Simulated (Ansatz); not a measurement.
# Nb$_{2}$SnC (space group P6_3/mmc, No. 194; a cell from a computed database, its experimental status unchecked)

```cif
data_C2Nb4Sn2
_chemical_formula_sum 'Nb4 Sn2 C2'
_space_group_name_H-M_alt 'P 1'
_space_group_IT_number 1
_cell_length_a 3.22992
_cell_length_b 3.22992
_cell_length_c 13.76174
_cell_angle_alpha 90.000
_cell_angle_beta 90.000
_cell_angle_gamma 120.000
loop_
_space_group_symop_operation_xyz
  'x, y, z'
loop_
_atom_site_label
_atom_site_type_symbol
_atom_site_fract_x
_atom_site_fract_y
_atom_site_fract_z
_atom_site_occupancy
Nb1 Nb 0.33333 0.66667 0.08286 1
Nb2 Nb 0.66667 0.33333 0.91714 1
Nb3 Nb 0.66667 0.33333 0.58286 1
Nb4 Nb 0.33333 0.66667 0.41714 1
Sn1 Sn 0.33333 0.66667 0.75000 1
Sn2 Sn 0.66667 0.33333 0.25000 1
C1 C 0.00000 0.00000 0.00000 1
C2 C 0.00000 0.00000 0.50000 1
```

Method: PBEsol in Ansatz (plane waves to 420 eV, PAW, no spin-orbit coupling). Γ-centred 17×17×4 mesh, Fermi–Dirac width 0.05 eV.

| Property | Value |
|---|---|
| Volume per atom | 15.54 Å³ |
| Density | 8.45 g/cm³ |
| Band gap | zero |
| Total energy | -3797.369 eV/atom (σ→0; compares only within this code and set-up) |

No phonon test of stability was made. All final runs are without spin polarisation.

Ansatz is a program for electronic structure.
